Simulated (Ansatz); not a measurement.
## ZnS: band gap against strain

ZnS (zinc blende, F-43m, 19.213 Å³/atom at rest, cube axes along x, y and z) under an equal strain ε along all three axes. PBEsol in Ansatz, a plane-wave DFT program (PAW, default set), 420 eV, 11×11×11 Γ-centred mesh, Fermi-Dirac smearing 0.05 eV; ions are relaxed within the symmetry of each cell. Gaps are the smallest over the k-mesh and a band path, without spin-orbit coupling; in all rows the valence edge lies at Γ and the conduction edge at Γ.

Here s stands for strain and Eg for gap.

```
strain (%)  gap (eV)
----------  --------
-1.50          2.283
-1.00          2.216
-0.50          2.150
0.00           2.085
0.50           2.021
1.00           1.958
1.50           1.895
3.00               ?
```

The 7 complete rows are fitted with a straight line, Eg against s. Means: s 0, Eg 2.0869. About the means, the sum of products is -0.90450 and the sum of squares of s is 7.0000; the slope is their ratio. Least squares gives Eg = 2.0869 - 0.12921·s. Residuals (row less fit): 0.0023, -0.0001, -0.0015, -0.0019, -0.0013, 0.0003, 0.0019; standard error 0.0018 (degrees of freedom: 5). Over these rows the gap moves by -13 ± 0.07 eV per unit strain, or -4.3 eV per unit of ln V.

Task: Estimate the missing Eg (s = 3.00); what did the run itself give?

Result: Eg = 2.0869 - 0.12921 × 3.0 = 1.6993 eV. The calculation gives 1.713 eV, 0.0137 eV above the prediction (2.4 % of the range of Eg in the table). The row lies outside the fitted rows, so this is an extrapolation. From the scatter of the fitted rows alone, a prediction at this place has a standard error of 0.0028 eV, so the miss is 4.9 times that.

One order more, fitted to all 13 runs of the series, follows each within 0.001, so the miss is the next term of a smooth law. Other structures, which can take over under pressure, weren't tried. Rows are the converged runs of the series near zero and its far end; series whose fitted rows scatter by over a few per cent of the range, as at a crossing or softening among them, aren't shown in this form. Most that stay on the fit to the last digits aren't either.
